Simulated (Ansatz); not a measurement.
Point defect Si on the Al site (Si_Al) in wurtzite AlN

Level of theory: PBE, PAW (plane waves to 420 eV; Ansatz, a program for electronic structure). A supercell of 192 sites (4×2×3 repeats of a cell of 8 atoms) was used; the energies come from a 2×2×1 shifted sampling of its zone. Site at the start: the Al site. Charged cells carry a point-charge image correction with potential alignment at far atoms. Dielectric constants: PBE linear response of the host. Host gap at this level: 4.03 eV. Finite-size and sampling errors can reach tenths of an eV here. Levels are measured in PBE's own, too narrow, gap. Spin–orbit coupling is left out. Each state is the lowest found from its start.

Formation energies E_f are given with the Fermi level at the valence-band maximum. Chemical conditions: N-rich (Δμ(Al) = -2.74 eV, Δμ(Si) = -2.47 eV, bounded by beta Si3N4; only phases computed here count, gases as isolated molecules at 0 K). Reference phases: Al: fcc Al, Si: silicon.

Charges with a result: +1, 0, −1. Others weren't obtained, and one of them could lie lower, also by skipping a charge.

```
charge         moment (μB)  largest move off a lattice site (Å)  image correction with alignment (eV)  E_f, N-rich (eV)
------  ------------------  -----------------------------------  ------------------------------------  ----------------
+1      not spin-polarised                                 0.12                                  0.19             -1.56
0*                quenched                                 0.12                                     –                 –
−1*     not spin-polarised                                 0.12                                     –                 –
```

* At this level the carrier isn't localised at the defect: at charge 0 electrons occupy the conduction band; at charge −1 electrons occupy the conduction band. Such a state is shallow or no state of the defect, and this cell gives it no level.

Starting moments that weren't kept: charge 0 began with 1 μB and ended with 0.0.

No other site or start that was run ended lower by more than 0.1 eV.

Flagged in the runs: a doubtful potential alignment, a host whose relaxation on this sampling wasn't shown to rest.
